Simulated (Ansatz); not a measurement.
Here is the system:

```
CELL_PARAMETERS angstrom
      3.93456     0.00000     0.00000
      0.00000     3.93456     0.00000
      0.00000     0.00000     3.98178
ATOMIC_POSITIONS crystal
  Ba 0.00000 0.00000 0.00000
  Ti 0.50000 0.50000 0.50000
  O  0.50000 0.00000 0.50000
  O  0.00000 0.50000 0.50000
  O  0.50000 0.50000 0.00000
```

No spin polarisation.

Method: LDA (Ansatz, a first-principles code; PAW; 420 eV plane waves; spin-orbit coupling left out). Γ-centred 8×8×8 mesh, Fermi–Dirac width 0.05 eV.

Q: What is the computed band gap?

A: 1.78 eV.

Q: What is the computed gap character?

A: Indirect, A → Γ.

The cells carry an imposed strain or load. No phonon test of stability was made. All final runs are without spin polarisation. The cell was made from BaTiO₃ in the cubic perovskite structure (space group Pm-3m, No. 221) by this change: uniaxial strain ε_zz = +1.20 %. Many cubic perovskites are stable only at high temperature; tilts and polar distortions were not tested. This is not the structure that BaTiO3 has at room temperature and ambient pressure.
